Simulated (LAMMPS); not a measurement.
Consider a slab of Ni (fcc) cut on the (110) plane, one half shifted rigidly along [001] and [1-10] of the cubic cell, atoms relaxed along the normal alone (0 K).

Model: machine-learned potential (static), pair style snap, file Ni_Zuo_JPCA2020.quadratic.snap; code LAMMPS.

Give γ (mJ/m²) against shift along [1-10], in periods of 2.490 Å as the simulation yields it.


| shift along [1-10], in periods of 2.490 Å | γ (mJ/m²) |
|---|---|
| 0.000 | 0.000 |
| 0.08333 | 90.5 |
| 0.1667 | 321 |
| 0.2500 | 609 |
| 0.3333 | 862 |
| 0.4167 | 1030 |
| 0.5000 | 1090 |
| 0.5833 | 1030 |
| 0.6667 | 862 |
| 0.7500 | 609 |
| 0.8333 | 321 |
| 0.9167 | 90.5 |
| 1.000 | 0.000 |
